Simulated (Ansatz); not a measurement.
TaCo3 (P6_3/mmc), Ansatz (a program for electronic structure) with PBEsol, DFPT electron-phonon coupling, linearised Boltzmann equation. Phonon-limited resistivity 9.35 μΩ·cm at 300 K along z (a = (5.10, 0.00, 0.00) Å; b = (-2.55, 4.42, 0.00) Å; c = (0.00, 0.00, 4.10) Å), 13.2 μΩ·cm at 400 K, current-weighted mean free path 8.5 nm, Drude plasma energy 4.79 eV.

Question: Estimate the resistivity of a 20 nm square wire with diffuse walls from ρ ≈ ρ₀(1 + 3ℓ/4d).

Answer: 1 + 0.75 × 8.5/20 = 1.32, so ρ ≈ 12.3 μΩ·cm and a line 1 μm long has 308 Ω. The formula is the free-electron limit for d well above ℓ; grain boundaries add to it.

Question: What temperature coefficient of resistance follows, and how does it compare with 1/T?

Answer: (ρ₄₀₀ − ρ₃₀₀)/(100 K × ρ₃₀₀) = 4.12×10⁻³ K⁻¹, against 1/T = 3.33×10⁻³ K⁻¹ for a resistivity proportional to T. It lies higher because phonons are still being populated at 300 K; impurities would add a constant and lower it.

Question: What Drude relaxation time do resistivity and plasma energy imply?

Answer: ω_p = 7.28e15 s⁻¹, so τ = 1/(ε₀ ω_p² ρ) = 22.8 fs, a damping ħ/τ of 28.9 meV.

A metal at this level (no band gap). Only scattering by harmonic phonons is included (no impurities, grain boundaries, electron-electron scattering or thermal expansion). Spin-orbit coupling is left out, which matters with elements this heavy. Halving the electron mesh (20x20x20) moves the resistivity by up to 6 % at 300 K, the mean free path by up to 9 %. Smearing 0.20 eV; phonons on a 3x3x4 q mesh, which this run doesn't test.

Computed structure with no diffraction record at hand here (it may be known, metastable or hypothetical): TaCo3 (P6_3/mmc). Treated as nonmagnetic (a ferromagnetic start lost its moment, other orders weren't tried): TaCo3 (P6_3/mmc).
